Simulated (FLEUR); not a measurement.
A self-consistent single point of CdSe (F-43m, 2 atoms in the cell) with FLEUR.

Method of the run: LDA (Perdew-Zunger), all-electron FLAPW (FLEUR), scalar-relativistic valence in FLEUR.

```
CdSe
1.0
    0.00000     3.09545     3.09545
    3.09545     0.00000     3.09545
    3.09545     3.09545     0.00000
Cd Se
1 1
Direct
  0.00000   0.00000   0.00000
  0.75000   0.75000   0.75000
```

Reference input (self-consistent single point, DFT, PBE, all-electron FLAPW (FLEUR), scalar-relativistic valence): Kmax = 4.2 1/bohr; GmaxXC = 16.8 1/bohr; xcFunctional = pbe; jspins = 1; l_soc = F; mode = hist; fermiSmearingEnergy = 0.0001 Htr; mesh (inpgen div1-3) = 6 6 6; inpgen gamma flag = true; Gmax = 16.8 1/bohr; numbands = 0; maxIterBroyd = 99. This run's input differs from it in these lines:

```diff
@@ -14,2 +14,3 @@
 &comp jspins=1 /
+&exco xctyp='pz' /
 &kpt div1=6 div2=6 div3=6 gamma=t /
@@ -26,3 +27,3 @@
       <coreElectrons ctail="T" frcor="F" kcrel="0" coretail_lmax="0"/>
-      <xcFunctional name="pbe" relativisticCorrections="F"/>
+      <xcFunctional name="pz" relativisticCorrections="F"/>
       <magnetism jspins="1"/>
```

Output (repeated stretches shortened):

```
 Iteration:     1   Distance:       5.73094067 me/bohr^3
 Iteration:     2   Distance:       5.17295358 me/bohr^3
 Iteration:     3   Distance:       2.99459838 me/bohr^3
 Iteration:     4   Distance:       1.03414459 me/bohr^3
 Iteration:     5   Distance:       0.82976508 me/bohr^3
   [... 5 lines left out ...]
 Iteration:    11   Distance:       0.00086954 me/bohr^3
 Iteration:    12   Distance:       0.00020282 me/bohr^3
 Iteration:    13   Distance:       0.00010205 me/bohr^3
 Iteration:    14   Distance:       0.00000490 me/bohr^3
 Run finished successfully
 Stop message:
   Structural relaxation: Done

[file out, last iteration]
             iter=     15
[...]
          total density-effective poten   -1.3109479181E+04
          total charge density-energy d   -2.3448825431E+02
 Updated energy parameters for spin:           1
[...]
 fermi energy and band-weighting factors:
    0.549069    0.549069    0.549069

[...]
FERMIE:
          first approx. to ef    (T=0)  :   0.117219 htr   (energy of the highest occ. eigenvalue)
          number of occ. states  (T=0)  :        272
          first approx. to seigv (T=0)  : -31.033154 htr
          sum of weights of occ. states :  17.000000
          sum of semicore charge        :   0.000000 e
FERHIS:  Fermi-Energy by histogram:
          bandgap                     :   0.008524 htr
   [... lines left out ...]
          charge neutrality (T=0)     :   0.000000    (zero if the highest occ. eigenvalue is "entirely" occupied)
 Direct bandgap for spin            1 :    8.5243921924288701E-003  Htr
 ---->    free energy=                     -8018.1262065179 htr
   [... lines left out ...]
      extrapolation for T->0
 ---->    total electron energy=           -8018.1262065179 htr
 ***** TOTAL FORCES ON ATOMS *****
 TOTAL FORCE FOR ATOM TYPE=  1  X=  0.000   Y=  0.000   Z=  0.000
                       FX_TOT= 0.000000 FY_TOT= 0.000000 FZ_TOT= 0.000000
 TOTAL FORCE FOR ATOM TYPE=  2  X= -2.925   Y= -2.925   Z= -2.925
                       FX_TOT= 0.000000 FY_TOT= 0.000000 FZ_TOT= 0.000000
 Structural relaxation: Done
```

The run converged in 14 iterations. FLEUR gives forces in its relaxation mode, with a further iteration, so its stop message speaks of a relaxation. Against the reference run the gap on the mesh goes from 0.512 to 0.232 eV.

The starting cell comes from a database of computed structures (which also holds hypothetical and non-ambient phases and stackings), without a prior relaxation at this level. Its lattice was rescaled by a random factor within 2.5 % of one. Values depend on the basis (sphere radii, cutoffs, local orbitals), which need not be converged.

Cost on one core of a shared machine: roughly 40 s.
